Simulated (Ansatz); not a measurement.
# Si under a change: uniaxial stress, 1 GPa compression along x

Consider Si in the diamond structure (space group Fd-3m, No. 227; a = 5.4338 Å). Axes: x, y, z lie along the cube axes.

Now apply this change: uniaxial stress, 1 GPa compression along x, with the cell and atoms free to relax against it.

Method: PBEsol (Ansatz, a first-principles code; PAW; 420 eV plane waves; scalar-relativistic without spin-orbit coupling). Γ-centred 11×11×11 mesh, Fermi–Dirac width 0.05 eV.

| quantity | base | changed | shift |
|---|---|---|---|
| volume per atom | 20.05 Å³ | 19.98 Å³ | -0.07 Å³ |
| space group | Fd-3m (No. 227) | I4_1/amd (No. 141) | – |
| shortest interatomic distance | 2.353 Å | 2.350 Å | -0.003 Å |
| energy relative to the base (free energy F) | 0 meV/atom | +0.5 meV/atom | +0.5 meV/atom |
| band gap | 0.47 eV | 0.35 eV | -0.12 eV |
| gap character | – | indirect, Γ → Γ–M (87 % along) | – |
| smallest direct gap | 2.52 eV | 2.45 eV | -0.07 eV |
| electron mass | 0.93 mₑ along k, 0.19 mₑ across (off the special points) | 0.92 mₑ along k, 0.19 mₑ across (off the special points) | – |
| hole mass | – | 0.17 mₑ along x, 0.25 mₑ across (at Γ) | – |
| valence-band top at Γ (three highest levels, from the VBM) | 0.00, 0.00, 0.00 eV | 0.00, -0.08, -0.08 eV | – |
| strain response (xx, yy, zz) | – | (−0.84, +0.24, +0.24) % | – |

Final structure:

```yaml
crystal:
  lattice:
    - [0.00000, 2.72340, 2.72340]
    - [2.69411, 0.00000, 2.72340]
    - [2.69411, 2.72340, 0.00000]
  atoms:
    - { symbol: Si, position: [0.50000, 0.50000, 0.50000] }
    - { symbol: Si, position: [0.75000, 0.75000, 0.75000] }
```

Cost of the whole job for the changed cell (relaxation, final SCF and bands): very roughly 15 core-seconds.

Masses are band curvatures over ±0.01 Å⁻¹ around the edge. Along k means along the line from Γ to the band edge. Beyond what the load breaks, stability against distortions was not tested. k-point labels follow each cell's own Brillouin zone.
